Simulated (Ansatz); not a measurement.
By hand: formation energy of Hf_Al in Al (fcc, Fm-3m)

This concerns the formation energy of Hf_Al in Al (fcc, Fm-3m). Reaction: Hf (hcp) + 63 Al (fcc) → cell A.

A: a supercell of 64 sites of Al (fcc, Fm-3m) with Hf on an Al site (12 Al at 2.89 Å); spin state with PBE: run without spin.

Method: Ansatz (an electronic-structure program), PAW, neutral cells at 0 K with nuclei at rest, on structures from PBE. Ansatz runs with its PAW set soft_1. Other levels take these structures. The lattices are those relaxed with PBE, so at other levels the solids can be strained, which adds to the spread. Larger cells are relaxed from a start prepared with the learned potential CHGNet, on a coarser mesh till forces fall under 0.03 eV/Å, which some starts already meet. A dispersion term (D3(BJ), or D4 for r2SCAN) was computed beside these levels and is taken off wherever the name lacks it. Space groups of crystals are read within 0.01 Å. Spin-orbit coupling is left out. Mesh and cell size may move defect energies by 0.1 eV or more. Cell A has symmetry Fm-3m within 0.02 Å and got no random move, so less symmetric positions, which may lie lower, weren't tried.

Total energies of the cells in eV, at zero smearing width. They compare only within one column; the weights balance every element.

```
cell         atoms  weight           PBE          RPBE
-----------  -----  ------  ------------  ------------
A: Al:Hf_Al     64      +1  -49586.16337  -49783.69585
Hf (hcp)         2    −1/2  -31444.41284  -31469.31912
Al (fcc)        64  −63/64  -34400.53354  -34588.63933
```

PBE: (-49586.16337) − 1/2 × (-31444.41284) − 63/64 × (-34400.53354) = -0.932 eV.

RPBE: (-49783.69585) − 1/2 × (-31469.31912) − 63/64 × (-34588.63933) = -0.844 eV.
